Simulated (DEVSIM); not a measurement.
Device: Ru/SiON/n-Ge capacitor, at 500 K.

| layer (left to right) | material | thickness (nm) | Nd (cm⁻³) |
|---|---|---|---|
| 1 | SiON | 3.60 | - |
| 2 | Ge | 9900 | 3.6e15 |

Metal gate on the left, work function 4.7 eV. Fixed charge at the semiconductor interface -1.1e11 cm⁻² (in units of +e); no interface traps.

This is a model device: material constants are rounded textbook-type values typed into the input, and sizes, dopings and lifetimes were drawn at random. Values at 300 K; Nc and Nv go as T^1.5, mobilities as T to minus their exponent, the gap by Varshni's rule with the affinity fixed.

```
parameter         SiON        Ge
----------------  ----  --------
gap (eV)             7     0.664
affinity (eV)      1.4         4
permittivity       5.5        16
Nc (cm⁻³)            -   1.04e19
Nv (cm⁻³)            -      6e18
Varshni α (eV/K)     -  0.000477
Varshni β (K)        -       235
```

DEVSIM, 1D Poisson equation in equilibrium, Boltzmann statistics, complete ionisation; no quantum confinement or tunnelling. Metal contacts follow the ideal Schottky-Mott rule: no Fermi-level pinning, no interface dipoles.

**Question.** Tabulate band edges, carrier densities and field at 0.3 V on the gate.

**Answer.** Energies count from the Fermi level of the right contact; mesh points crowd at the junctions.

| x (μm) | Ec (eV) | Ev (eV) | n (cm⁻³) | p (cm⁻³) | field (V/cm) |
|---|---|---|---|---|---|
| 0.000 | 3.000 | -4.000 | < 1e2 | < 1e2 | -52000 |
| 0.001151 | 2.994 | -4.006 | < 1e2 | < 1e2 | -52000 |
| 0.002477 | 2.987 | -4.013 | < 1e2 | < 1e2 | -52000 |
| 0.003600 | 0.381 | -0.201 | 3.2e15 | 1.2e17 | -33000 |
| 0.005990 | 0.375 | -0.207 | 3.7e15 | 1.0e17 | -27000 |
| 0.01073 | 0.363 | -0.219 | 4.9e15 | 8.0e16 | -22000 |
| 0.02113 | 0.344 | -0.238 | 7.6e15 | 5.2e16 | -15000 |
| 0.05963 | 0.312 | -0.270 | 1.6e16 | 2.4e16 | -4200 |
| 0.1359 | 0.300 | -0.282 | 2.1e16 | 1.9e16 | -350 |
| 0.3138 | 0.299 | -0.283 | 2.2e16 | 1.8e16 | ≈ 0 |
| 0.7049 | 0.299 | -0.283 | 2.2e16 | 1.8e16 | ≈ 0 |
| 2.152 | 0.299 | -0.283 | 2.2e16 | 1.8e16 | ≈ 0 |
| 4.954 | 0.299 | -0.283 | 2.2e16 | 1.8e16 | ≈ 0 |
| 7.783 | 0.299 | -0.283 | 2.2e16 | 1.8e16 | ≈ 0 |
| 9.211 | 0.299 | -0.283 | 2.2e16 | 1.8e16 | ≈ 0 |
| 9.597 | 0.299 | -0.283 | 2.2e16 | 1.8e16 | ≈ 0 |
| 9.773 | 0.299 | -0.283 | 2.2e16 | 1.8e16 | ≈ 0 |
| 9.848 | 0.299 | -0.283 | 2.2e16 | 1.8e16 | ≈ 0 |
| 9.886 | 0.299 | -0.283 | 2.2e16 | 1.8e16 | ≈ 0 |
| 9.897 | 0.299 | -0.283 | 2.2e16 | 1.8e16 | ≈ 0 |
| 9.901 | 0.299 | -0.283 | 2.2e16 | 1.8e16 | ≈ 0 |
| 9.904 | 0.299 | -0.283 | 2.2e16 | 1.8e16 | ≈ 0 |
